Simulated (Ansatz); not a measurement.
Worked example: dielectric-response calculation of BaAlGeH (P3m1, 4 atoms in the cell) in Ansatz (a first-principles code).

Level of theory: LDA (PW92), default PAW files made with PBE (plane waves; Ansatz).

```yaml
crystal:
  lattice:
    - [4.36041, 0.00000, 0.00000]
    - [-2.18020, 3.77622, 0.00000]
    - [0.00000, 0.00000, 5.22380]
  atoms:
    - { symbol: Ba, position: [0.33333, 0.66667, 0.09902] }
    - { symbol: Al, position: [0.00000, 0.00000, 0.64135] }
    - { symbol: Ge, position: [0.66667, 0.33333, 0.55274] }
    - { symbol: H, position: [0.00000, 0.00000, 0.97289] }
```

Reference input (self-consistent single point, DFT, LDA (PW92), plane waves, default PAW files made with PBE): basis.ecutwfc = 420 eV; kpoints.mp_grid.grid = 7 7 5; hamiltonian.xc = lda; hamiltonian.pseudopotentials = {kind: paw} (the program's default PAW files); scf.occupations.method = fixed. This run's input differs from it in these lines:

Ansatz 0.2 input:
```diff
@@ -11,3 +11,3 @@
 basis:
-  ecutwfc: 420.0 eV
+  ecutwfc: 545.0 eV
 kpoints:
@@ -22,6 +22,3 @@
     method: fixed
-output:
-  forces: true
-  eigenvalues: true
-  stress: true
+dielectric: {}
```

Output, abridged:

```
SCF iter   1: F=—  HF=-10526.143461 eV  |F-HF|=—  |Δ(HF+E_count)|=         —  Δρ=6.07e-3  dr2=2.35e-2  ethr=1.77e-3  ⟨swp⟩=4.5  Hψ=5961  notcnv=0  defer=131
all-band conjugate gradients solve this SCF's bands
preconditioner: auto → Resta (q_TF=auto, 2.263 Å⁻¹)
SCF iter   2: F=—  HF=-10526.135842 eV  |F-HF|=—  |Δ(HF+E_count)|=   7.62e-3  Δρ=2.91e-3  dr2=5.60e-3  ethr=8.40e-5  ⟨swp⟩=2.1  Hψ=2265  notcnv=0  defer=141
   [... lines left out ...]
SCF iter   6: F=—  HF=-10526.134219 eV  |F-HF|=—  |Δ(HF+E_count)|=   2.18e-6  Δρ=1.31e-5  dr2=1.82e-7  ethr=6.03e-9  ⟨swp⟩=2.0  Hψ=2232  notcnv=0  defer=4
SCF iter   7: F=—  HF=-10526.134219 eV  |F-HF|=—  |Δ(HF+E_count)|=   9.70e-9  Δρ=2.69e-6  dr2=5.90e-9  ethr=6.50e-10  ⟨swp⟩=2.1  Hψ=1736  notcnv=0  defer=4
SCF iter   8: F=—  HF=-10526.134219 eV  |F-HF|=—  |Δ(HF+E_count)|=  5.07e-10  Δρ=6.22e-7  dr2=4.33e-10  ethr=2.11e-11  ⟨swp⟩=2.6  Hψ=2011  notcnv=0  defer=4
SCF iter   9: F=-10526.134219 eV  HF=-10526.134219 eV  |F-HF|=1.09e-11  |Δ(HF+E_count)|=  6.00e-11  Δρ=1.33e-7  dr2=1.81e-11  ethr=1.00e-12  ⟨swp⟩=5.2  Hψ=5096  notcnv=0
SCF 1 converged in 9 iterations: F = -10526.134219 eV  dr2 = 1.81e-11
DFPT response loops at Γ: preconditioner auto → Resta (q_TF=auto, 2.263 Å⁻¹)  ε∞=8.5 (no band partly filled) …
── the response to a field inside a basis, on 14×14×10 k-points: an SCF that follows is theirs, and a resumed run solves both again ──
Crystal: 4 atoms, lattice volume = 86.014 Å³
Bands: 15, of which v1, the nominal top of the filled ones, is band 14 counted from 1 (13 counted from 0)
k-points: 525
Initial density: handed on by an earlier stage of this run
Initial wavefunctions: pseudopotential atomic-orbital guess (no wavefunctions were taken with the density)
Eigensolver: Dense (525 Hₖ)
   [... lines left out ...]
Free energy (F): -10526.134219 eV
Fermi energy:    7.241951 eV
   [... lines left out ...]
        -0.00000   -0.00000   -2.03108
    site 3:
        -1.41889   -0.00000    0.00000
        -0.00000   -1.41889    0.00000
         0.00000   -0.00000   -1.62379
  Z* charge neutrality: 7.608e-3 e pre-enforcement
  solved inside a basis spanned on kpoints, on 14×14×10 k-points transformed towards the longest dipole …
```

The run converged in 12 iterations. 

Summary of the result:
- Free energy E − TS (on the zero of these files): -10526.1342 eV
- Top of the valence band (on the code's own zero): 7.24 eV
- Gap on the k-point mesh: 0.83 eV
- ε∞ at this k-point mesh, which may be far from converged in small-gap cells (xx, yy, zz): 16.8, 16.8, 12.8
- Born charges at this mesh (mean of the diagonal, e): Ba 2.09, Al 2.00, Ge -2.60, H -1.49

The starting cell comes from a database of computed structures (which also holds hypothetical and non-ambient phases and stackings), without a prior relaxation at this level. Its lattice was rescaled by up to half a per cent.

Cost on one core of a shared machine: roughly 5 min.
